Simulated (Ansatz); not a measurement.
The cell is built on a prototype and need not be the phase stable at ambient conditions.

By r2SCAN, the system below comes out a metal.

The ballistic (Sharvin) conductance counts the channels at the Fermi level: G/A = (e²/h) × channels of both spins per area.

```yaml
crystal:
  lattice:
    - [3.83483, 0.00000, 0.00000]
    - [0.00000, 3.83483, 0.00000]
    - [0.00000, 0.00000, 3.83483]
  atoms:
    - { symbol: Bi, position: [0.00000, 0.00000, 0.00000] }
    - { symbol: Sb, position: [0.50000, 0.50000, 0.50000] }
```

Space group of this cell: Pm-3m, CsCl type. The cell was relaxed by PBE-D3(BJ); by r2SCAN its mean pressure is 2.0 GPa.

The current flows along the normal of the first two printed cell vectors. No spin-orbit coupling; the value is a mean over 0.1 eV about the Fermi level.

Q: State the ballistic conductance per area according to r2SCAN in Ansatz (a quantum-chemistry and plane-wave program).

A: 1.3 × 10¹⁵ S/m² for both spins.
